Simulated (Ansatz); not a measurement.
## Convergence study of the plane-wave cutoff for NiO (R3m, 4 atoms in the cell)

```
NiO
1.0
    4.15910     2.07955     2.07955
    2.07955     4.15910     2.07955
    2.07955     2.07955     4.15910
Ni O
2 2
Direct
  0.00347   0.00347   0.00347
  0.50000   0.50000   0.50000
  0.25000   0.25000   0.25000
  0.75000   0.75000   0.75000
```
Moments meant for the start (each program seeds them in its own way; μB, in the order of the atoms Ni Ni O O): 2.0 -2.0 0.0 0.0.

Method: PBEsol, PAW files made with PBE (plane waves; Ansatz, a program for electronic structure).

Base settings: basis.ecutwfc = 420 eV; kpoints.mp_grid.grid = 8 8 8; hamiltonian.xc = pbesol; hamiltonian.pseudopotentials = {kind: paw} (the program's default PAW files); magnetization.spin_polarized = true; scf.occupations.method = fermi_dirac; scf.occupations.width = 0.01 eV.

The second cell is the first with its lattice scaled by 0.98.

The mesh stays at the base's, so the ladder's end is converged at best in this setting alone.

The first pressure column holds Ansatz's estimate of the finite-basis (Pulay) stress, which hides part of the cutoff error; the other is without it.

Only quantities that move along the ladder and can be compared are tabulated.

The magnetic state is not the same in all runs (site moments differ, or a search went on to a lower state), so steps between rows are not convergence errors alone.

The count of work is k-points × plane waves × bands × iterations; it is no time. Core times come from one kind of shared machine, to one figure; runs under 30 s give none.

The starting cell has typed, rounded lattice constants, without a prior relaxation at this level. Its lattice was rescaled by up to half a per cent. One atom was moved a little off its site on purpose. The magnetic order is the one reached from the typed start; others were not searched systematically. In the base run, with a pressure of about -6 GPa the cell is away from its equilibrium volume at this level.

```tsv
basis.ecutwfc	free energy less the last step's (meV/atom)	energy of the compressed cell less the first (meV/atom)	pressure (GPa)	pressure without the Pulay estimate (GPa)	largest difference of a force vector from the last step's (eV/Å)	count of work / last	core time / last (rough)
145 eV	67067.59	1227.48	121.29	-3950.88	0.780	0.051	–
170 eV	27925.75	196.93	1.79	-1887.71	2.832	0.067	–
190 eV	14344.99	-41.87	-41.00	-1078.66	0.845	0.083	–
210 eV	7546.74	-72.45	-30.20	-631.48	0.366	0.082	–
230 eV	3944.99	-64.10	-11.50	-368.44	0.160	0.10	–
250 eV	2017.39	-22.05	-8.59	-212.00	0.109	0.13	–
295 eV	403.89	4.83	-4.54	-58.84	0.009	0.15	–
335 eV	80.44	5.00	-4.95	-18.39	0.005	0.19	–
380 eV	14.17	2.99	-5.63	-7.69	0.002	0.23	–
420 eV	5.17	2.71	-5.65	-6.16	0.001	0.26	–
460 eV	2.74	2.79	-5.63	-5.82	0.000	0.31	–
505 eV	1.77	2.79	-5.64	-5.72	0.000	0.35	–
565 eV	1.16	2.76	-5.65	-5.70	0.000	0.41	0.4
630 eV	0.73	2.71	-5.66	-5.70	0.000	0.48	0.5
735 eV	0.38	2.71	-5.66	-5.68	0.000	0.62	0.6
840 eV	0.18	2.70	-5.67	-5.68	0.000	0.73	0.7
1010 eV	0.00	2.68	-5.67	-5.68	0.000	1.0	1
```

Coarsest basis.ecutwfc that holds the forces within 0.02 eV/Å of the last step, with all finer ones: 295 eV, at 0.15 of the last step's count of work; the step before is off by 0.11 eV/Å.

Coarsest basis.ecutwfc that holds the pressure without the Pulay estimate within 0.2 GPa of the last step, with all finer ones: 460 eV, at 0.31 of the last step's count of work; the step before is off by 0.48 GPa.

State of the free energy at the end of the ladder: still drifting one way, by 0.38 meV/atom over the last two steps, so the last step is no safe reference.

The energy difference between the two cells stays within 1 meV/atom of the last step's from 380 eV on, the total only from 630 eV on: much of the error is common to both cells and cancels.

Two neighbours can agree and both be off: 295 eV and 335 eV differ by 0.16 meV/atom in the energy of the compressed cell less the first, yet lie about 2.3 meV/atom from the last step.

At the lowest cutoff the pressure without the Pulay estimate lies 3950 GPa under the last step's, the usual sign of Pulay stress in an incomplete plane-wave basis.

Keys are those of Ansatz 0.2.
